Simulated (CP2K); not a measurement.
Band structure of K3Al (Pm-3m, 4 atoms in the cell).

```
K3Al
1.0
    5.77187     0.00000     0.00000
    0.00000     5.77187     0.00000
    0.00000     0.00000     5.77187
K Al
3 1
Direct
  0.00000   0.50000   0.50000
  0.50000   0.00000   0.50000
  0.50000   0.50000   0.00000
  0.00000   0.00000   0.00000
```

Level of theory: CP2K with PBEsol, GPW, DZVP-MOLOPT-SR-GTH basis, GTH-PBE potentials (GTH_POTENTIALS).

Settings: CUTOFF = 500 Ry; REL_CUTOFF = 50 Ry; SMEAR/METHOD = FERMI_DIRAC; ELECTRONIC_TEMPERATURE = 580.23 K; KPOINTS/SCHEME = MONKHORST-PACK 5 5 5; XC_FUNCTIONAL = PBE:PBESOL; K/BASIS_SET = DZVP-MOLOPT-SR-GTH-q9; K/POTENTIAL = GTH-PBE-q9; Al/BASIS_SET = DZVP-MOLOPT-SR-GTH-q3; Al/POTENTIAL = GTH-PBE-q3; METHOD = GPW; EPS_DEFAULT = 1e-11; EXTRAPOLATION = USE_GUESS; NGRIDS = 5.

The starting cell comes from a database of computed structures (which also holds hypothetical and non-ambient phases and stackings), without a prior relaxation at this level. Values carry the incompleteness of an atom-centred basis. The potentials were made for another functional than the one used.

Levels in eV from the Fermi level, bands 12 to 17:
```
point      12     13     14     15     16    17
-----  ------  -----  -----  -----  -----  ----
Γ      -15.14  -4.54  -0.58   0.64   0.64  0.64
X      -15.15  -4.18  -1.61   0.57   0.57  0.97
M      -15.10  -3.98  -0.86  -0.86   0.03  0.61
R      -15.10  -3.92  -0.19  -0.19  -0.19  0.90
```

Bands cross the Fermi level along this path, so the cell is metallic at this level.

Higher empty bands are left out: an atom-centred basis made for the valence describes them poorly.
